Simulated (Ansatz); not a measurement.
**beta Si3N4: the defect Ti_Si**

The numbers are results of PBE, PAW (plane waves to 420 eV; Ansatz, an electronic-structure program), not measurements. The supercell holds 84 host sites (1×1×3 repeats of the unit cell), with a 2×2×2 shifted k-point sampling for the final energies. Site at the start: the Si(2,4-fold) site. Finite-size correction: monopole term and site-potential alignment. Dielectric constants: PBE linear response of the host. Host gap at this level: 4.25 eV. These values are not converged in cell size to better than tenths of an eV. PBE underestimates the host's gap, which shifts levels and can delocalise carriers. Spin–orbit coupling is left out, and no Hubbard U is applied to the open shells. Each state is the lowest found from its start.

Formation energies E_f are given with the Fermi level at the valence-band maximum. Chemical conditions: N-rich (Δμ(Si) = -2.47 eV, Δμ(Ti) = -3.43 eV, bounded by rock-salt TiN; only phases computed here count, gases as isolated molecules at 0 K); Si-rich (Δμ(Si) = 0.00 eV, Δμ(Ti) = -1.70 eV, bounded by TiSi2 (Cmcm); only phases computed here count, gases as isolated molecules at 0 K). Reference phases: Si: silicon, Ti: hcp Ti.

| charge | moment (μB) | largest move off a lattice site (Å) | image correction with alignment (eV) | E_f, N-rich (eV) | E_f, Si-rich (eV) |
|---|---|---|---|---|---|
| +1† | 1.0 | 0.16 | 0.23 | – | – |
| 0 | not spin-polarised | 0.16 | 0.00 | 1.11 | 1.86 |
| −1 | 1.0 | 0.23 | 0.10 | 4.18 | 4.92 |

† Not settled in this cell, so no level is given: charge +1: a level filled in part, carriers not clearly localised, level within 0.1 eV of a band edge or past it.

Transition levels above the valence-band maximum: ε(0/−1) = 3.07 eV. With a charge missing or unsettled, these needn't be thermodynamic levels.

Flagged in the runs: a doubtful potential alignment, a host whose relaxation on this sampling wasn't shown to rest, a strain field that reaches the edge of the cell.

All states together cost very roughly 70 core-minutes.
